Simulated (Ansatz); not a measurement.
# BAs: response to strain

Start from BAs in the zinc blende structure (space group F-43m, No. 216).

```xyz
2
Lattice="0.0000 2.3661 2.3661 2.3661 0.0000 2.3661 2.3661 2.3661 0.0000" Properties=species:S:1:pos:R:3 pbc="T T T"
B      0.0000     0.0000     0.0000
As     1.1830     1.1830     1.1830
```

Cartesian axes are those of the cell as printed.

Strains are applied to the cell and any free atomic positions relax; under biaxial strain the out-of-plane vector relaxes too.

The values are results of Kohn–Sham DFT with the LDA functional, run in Ansatz (a first-principles code) with PAW and 420 eV plane waves, spin-orbit coupling left out, not measurements.

| biaxial strain, plane normal [001], relaxed out of plane (%) | out-of-plane strain (%) |
|---|---|
| -3 | 1.56 |
| -2.5 | 1.30 |
| -2 | 1.04 |
| -1.5 | ? |
| -1 | 0.52 |
| -0.5 | 0.26 |
| 0 | 0.00 |

**Question.** Fit ε⊥ = −νε + γε² (strains in %) to the rows shown and predict the withheld row.

**Answer.** Least squares on the printed values gives ν = 0.52 (the biaxial Poisson response) and γ = 0.000 (largest residual 0.00 %); this predicts 0.78 %, and the run gives 0.78 %, in agreement.

No phonon test of stability was made.
